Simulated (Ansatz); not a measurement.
The parent structure is WSi₂ (space group Fddd, No. 70; a = 4.5910 Å, b = 7.9481 Å, c = 8.9732 Å; a hypothetical phase, not in the database extracts checked).

(Cell as relaxed with PBE.)

Levels (all Ansatz, an electronic-structure program, PAW): PBE (420 eV, no spin-orbit coupling); PBEsol (420 eV, no spin-orbit coupling).

Each level relaxes its own structure.

```csv
base,PBE,PBEsol
volume per atom,13.64 Å³,13.33 Å³
band gap,zero,zero
```

Perturbation: a hydrostatic pressure of 3 GPa.

```json
[
 {"quantity": "band gap", "PBE": "zero", "PBEsol": "?"},
 {"quantity": "shortest interatomic distance", "PBE": "2.582 Å", "PBEsol": "?"}
]
```

Question: What does PBEsol give?

Answer: 
- band gap, PBEsol: zero
- shortest interatomic distance, PBEsol: 2.566 Å

PBE's shortest interatomic distance lies 0.016 Å above PBEsol's (0.6 %); the two agree on the band gap. Neither level is exact; PBEsol is the comparison here, not a measurement.

Load acts through the strain it causes; cell and atoms are relaxed under it. No phonon test of stability was made. All final runs are without spin polarisation.
